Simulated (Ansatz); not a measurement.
# A computed series for BN: response to strain

The parent structure is BN in the wurtzite structure (space group P6_3mc, No. 186; a = 2.5232 Å, c = 4.1751 Å).

Strains are applied to the cell and any free atomic positions relax.

Calculations: Kohn–Sham DFT with the LDA functional, run in Ansatz (an electronic-structure program) with PAW and 420 eV plane waves, without spin-orbit coupling.

```
change                    smallest direct gap  volume per atom  band gap  width of the top valence band
------------------------  -------------------  ---------------  --------  -----------------------------
base                                  8.29 eV          5.76 Å³   4.93 eV                        5.56 eV
isotropic strain −3.00 %                  [?]          5.25 Å³   4.71 eV                        6.04 eV
isotropic strain −2.40 %              8.61 eV          5.35 Å³   4.76 eV                        5.95 eV
isotropic strain −1.80 %              8.53 eV          5.45 Å³       [?]                        5.85 eV
isotropic strain −1.20 %              8.45 eV          5.55 Å³   4.85 eV                        5.75 eV
isotropic strain −0.60 %              8.37 eV          5.65 Å³   4.89 eV                        5.66 eV
```

Question: Fill in the withheld entries from the trend.

Answer: 
- isotropic strain −3.00 %, smallest direct gap: 8.68 eV
- isotropic strain −1.80 %, band gap: 4.80 eV

Stability against distortions was not tested.
